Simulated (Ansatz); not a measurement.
Consider interstitial Ag in silicon, charge state +1. The step: one Ag atom jumps by itself; the atom moves 2.36 Å along (0.25, -0.25, -0.25) of the unit cell; the moving atom starts with neighbours 4 Si at 2.51, 6 Si at 2.79 Å and ends with 4 Si at 2.51, 6 Si at 2.79 Å. DFT values are from Ansatz (plane-wave PAW, 420 eV unless said) in a cell of 64 host sites, spin-restricted, static, with no finite-size correction. The charge state is imposed; whether it is stable for some Fermi level was not computed. Sites that were not tried may lie lower. For the PBE band: the saddle point's order was not checked, and it lies on a symmetry element of the cell, where a band can be held.

```tsv
Level	Forward barrier (eV)	Cost of the band or of the saddle's single point
CHGNet universal potential (has no charge state), its own band	0.11	-
PBE, a 2×2×2 k-point mesh shifted by half a step, band relaxed	0.37	around 30 core-minutes (rough)
PBE, a 3×3×3 k-point mesh shifted by half a step, same geometries	0.38	very roughly 5 core-minutes
r2SCAN at 500 eV, a 2×2×2 k-point mesh shifted by half a step, same geometries	…	roughly 3 core-minutes
```

### Question
What belongs in the gaps?

### Answer

- r2SCAN at 500 eV, a 2×2×2 k-point mesh shifted by half a step, same geometries, Forward barrier (eV): 0.33

Ansatz is a program for electronic structure.
